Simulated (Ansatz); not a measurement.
The parent structure is Cu in the fcc (Cu type) structure (space group Fm-3m, No. 225; a = 3.577 Å; relaxed with 0.1 eV smearing).

All numbers come from Ansatz (a quantum-chemistry and plane-wave program), r2SCAN, PAW, cutoff 500 eV, no spin-orbit coupling.

Before the change:

The pressure comes out as 0.0 GPa.

One thing is altered: the cell is scaled by 1.0200 in all directions; the atoms relax in the strained cell.

Problem. Estimate the effect on the energy relative to the base and pressure.

Solution. The energy rises by 19 meV/atom; the pressure goes from zero to -8.3 GPa.

Stability against distortions was not tested. All final runs are without spin polarisation.
